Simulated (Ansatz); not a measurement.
TlBr: energy against volume

TlBr (CsCl type, Pm-3m, 28.301 Å³/atom and stress up to 0.01 GPa in the relaxed cell, cube axes along x, y and z) under an equal strain ε along all three axes. LDA in Ansatz, a plane-wave DFT program (PAW, default set), 420 eV, 9×9×9 Γ-centred mesh, Fermi-Dirac smearing 0.05 eV; ions are relaxed, or left where forces stay under 0.02 eV/Å, within the symmetry of each cell. Against the start cell, which lies near the measured one, the relaxed cell differs by -10.9 % in volume; the values below rest on it.

Here V stands for volume and E for E less E0.

| volume (Å³/atom) | E less E0 (meV/atom) | pressure (GPa) |
|---|---|---|
| 25.8296 | ? | ? |
| 26.6368 | 11.52 | 2.37 |
| 27.0466 | 6.33 | 1.70 |
| 27.4605 | 2.75 | 1.09 |
| 27.8787 | 0.66 | 0.52 |
| 28.3011 | 0.00 | -0.01 |
| 28.7277 | 0.67 | -0.49 |
| 29.1586 | 2.59 | -0.93 |
| 29.5938 | 5.69 | -1.34 |
| 30.0334 | 9.90 | -1.72 |

Q: Using the third-order Birch-Murnaghan form, a cubic in V^(-2/3), estimate the missing E at V = 25.8296 from the other rows, showing the fit.

A: With u = V^(-2/3) - 0.1077, the rows have u = 0.0044188, 0.0032834, 0.0021654, 0.0010640, -0.0000210, -0.0010896, -0.0021426, -0.0031800, -0.0042024. Least squares gives E = -0.001 + 9.4·u + 575028·u² + 2902995·u³. Residuals (row less fit): 0.001, -0.002, 0.005, -0.003, 0.001, 0.002, 0.000, -0.001, 0.001; standard error 0.003 (degrees of freedom: 5). Its minimum lies at u = -0.0000082, so V0 = (0.1076918)^(-3/2) = 28.30. There d²E/du² = 1150000 and d³E/du³ = 1.742e7, so B0 = (4/9) × 28.30^(-7/3) × 1150000 × 0.160218 = 33.6 GPa (the last factor turns the table's units into GPa), and B0' = 4 + (2/3) × 0.1076918 × (1.742e7)/1150000 = 5.1. B0' rests on the cubic coefficient alone and has a standard error of 0.1 from these residuals. At the withheld row, u = 0.0067427, so E = -0.001 + 9.4 × 0.0067427 + 575028 × 0.0067427² + 2902995 × 0.0067427³ = 27.095 meV/atom. The calculation gives 27.10 meV/atom, which the fit meets to the printed digits. The row lies outside the fitted rows, so this is an extrapolation. The scatter of the fitted rows lies at the last printed digit.

The primitive cell can neither tilt nor turn polar against its symmetry, as such crystals can under strain. Spin-orbit coupling is left out, which can shift these values for the heavy elements here. Other structures, which can take over under pressure, weren't tried. The same form fitted to the pressure column gives B0' = 5.1; series where the two differ by over 0.4 aren't shown. Rows are the converged runs of the series near zero and its far end, less any whose ions stayed unrelaxed beside relaxed ones; series whose fitted rows scatter by over a few per cent of the range, as at a crossing or softening among them, aren't shown in this form.
